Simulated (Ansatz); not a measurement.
Inside the gap of an insulator the Bloch states are evanescent, with a wavenumber k + iκ along the transport direction.

Input:

```
CELL_PARAMETERS angstrom
      4.16197     0.00000     0.00000
      0.00000     5.88591     0.00000
      2.08098    -2.94295     2.08098
ATOMIC_POSITIONS crystal
  Cd 0.00000 0.00000 0.00000
  S  0.50000 0.25000 0.00000
```

The cell is taken as given.

Transport runs along the normal of the first two printed cell vectors, the (110) plane of the conventional cell.

No gap correction and no spin-orbit coupling; mid-gap is the computed energy nearest the middle.

Q: Compute, with r2SCAN run with Ansatz (a first-principles code), the band gap and the smallest decay constant κ at mid-gap.

A: Gap 1.53 eV on a 14×14×14 mesh; κ = 0.121 1/Å, at the zone centre.
